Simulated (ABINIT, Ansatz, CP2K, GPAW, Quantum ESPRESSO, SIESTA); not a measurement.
# One structure in several programs: Pd (Fm-3m, 1 atom in the cell)

Self-consistent single point, at a second geometry (lattice scaled by 0.98). First geometry:

```
Pd
1.0
    0.00000     1.92983     1.92983
    1.92983     0.00000     1.92983
    1.92983     1.92983     0.00000
Pd
1
Direct
  0.00000   0.00000   0.00000
```

Shared settings, as Ansatz (a program for electronic structure) writes them: kpoints.mp_grid.grid = 15 15 15; scf.occupations.method = gaussian; scf.occupations.width = 0.01 Ry. Potentials and cutoffs stand in the table.

| code | model | ΔF from the first geometry (meV/atom) | pressure (GPa) | cutoff |
|---|---|---|---|---|
| CP2K | PBE, GPW, DZVP-MOLOPT-SR-GTH basis, GTH-PBE potentials (GTH_POTENTIALS) | 122.1 | 32.35 | grid 500 Ry |
| SIESTA | GGA PBE, numerical atomic orbitals TZP, PseudoDojo PBE standard norm-conserving potentials (rewritten from UPF to PSML) | 115.9 | 31.29 | grid 400 Ry |
| Ansatz | PBE, default PAW files | 108.4 | 29.26 | 30.9 Ry |
| GPAW | PBE, GPAW PAW datasets PBE (gpaw-data 1.0.1) | 108.7 | 29.47 | 600 eV |
| Quantum ESPRESSO | PBE, SSSP 1.1.2 efficiency (PBE) pseudopotentials | 108.5 | 29.24 | 60 Ry |
| ABINIT | PBE, PAW (JTH v2.0 PBE PAW) | 105.9 | 28.53 | 24 Ha |

On Ansatz's run: spin polarisation is off.

The spread over the programs that give each value: ΔF from the first geometry within 16.2 meV/atom; pressure within 3.82 GPa.

CP2K and SIESTA use small atom-centred bases, whose incompleteness enters pressures, forces and empty levels differently from a plane-wave cutoff. Ansatz's pressure is given at a fixed set of plane waves, as the other plane-wave codes print theirs; with its correction for the finite basis it is 29.35 GPa. In the pressure, CP2K (by 3.10) and SIESTA (by 2.03) lie more than 1 GPa from the median of the plane-wave programs.

The starting cell has typed, rounded lattice constants, without a prior relaxation at this level. Its lattice was rescaled by a random factor within 2.5 % of one. For this run, on top of that: lattice scaled by 0.98.

Left out of this page: Elk and FLEUR (not drawn, or without a comparable value).

Keys are those of Ansatz 0.2.
